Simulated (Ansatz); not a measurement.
# ZrGeS: alloy series

Base system: ZrGeS (space group P4/nmm, No. 129; a = 3.602 Å, c = 7.988 Å).

The other end (x = 1) is HfGeS (space group P4/nmm, No. 129; a model cell): 16.92 Å³/atom, gap zero.

Hf replaces a fraction x of Zr; each row is one arrangement (x, atoms in the cell, starting space group or random), fully relaxed.

Level of theory: PBEsol in Ansatz (plane waves to 420 eV, PAW, no spin-orbit coupling).

```
Hf fraction x           volume per atom (Å³/atom)
----------------------  -------------------------
0                                          17.272
0.5 (P4/nmm, 12 atoms)                     17.094
0.5 (Pmma, 12 atoms)                       17.091
0.75 (Pmm2, 12 atoms)                           ?
1                                          16.918
```

Question: Fit V(x) = (1 − x) V(0) + x V(1) − b x(1 − x) with the ends held (b = 0 is Vegard's rule) to the rows shown and predict the withheld row.

Answer: Least squares on the printed values gives b = 0.01 Å³/atom, against 17.006 Å³/atom from the straight line alone (largest residual 0.002 Å³/atom); this predicts 17.005 Å³/atom, and the run gives 17.006 Å³/atom, in agreement.

Each cell is one ordered arrangement of few atoms, which overstates ordering effects compared with a random alloy. With Hf present, leaving out spin-orbit coupling can change the band edges. Stability against distortions was not tested. All final runs are without spin polarisation. The zero or small gap of HfZrGe2S2, ZrGeS, HfGeS and Hf3ZrGe4S4 can change with the level of theory.

Ansatz is a quantum-chemistry and plane-wave program.
